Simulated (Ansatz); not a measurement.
Defect: interstitial Li in hexagonal La2O3, charge state +1. Computed with PBE, PAW (plane waves to 420 eV; Ansatz, a first-principles code).

Settings: 90 host sites, the relaxed PBE lattice, the Γ point alone, smearing 0.01 eV, spin-restricted, no image-charge correction. Static, classical nuclei. Spin-orbit coupling is left out. The charge state is imposed; whether it is stable for some Fermi level was not computed. Sites that were not tried may lie lower. The start lies 0.57 eV above the lowest site run (PBE).

Barriers: single points on a 2×2×2 k-point mesh shifted by half a step along c at the bands' geometries.

The step: Li moves alone to another site; the atom moves 2.49 Å along (0.33, -0.33, 0.17) of the unit cell; the moving atom starts with neighbours O at 1.80, 3 O at 2.00 Å and ends with O at 1.80, 3 O at 2.00 Å.

Q: What migration barrier of this step does PBE, PAW give?

A: 0.63 eV, the same both ways. At the saddle the moving atom has neighbours 2 La at 2.39; O at 1.88, O at 1.91, 2 O at 2.38 Å. The saddle point's order was not checked, and it lies on a symmetry element of the cell, where a band can be held.
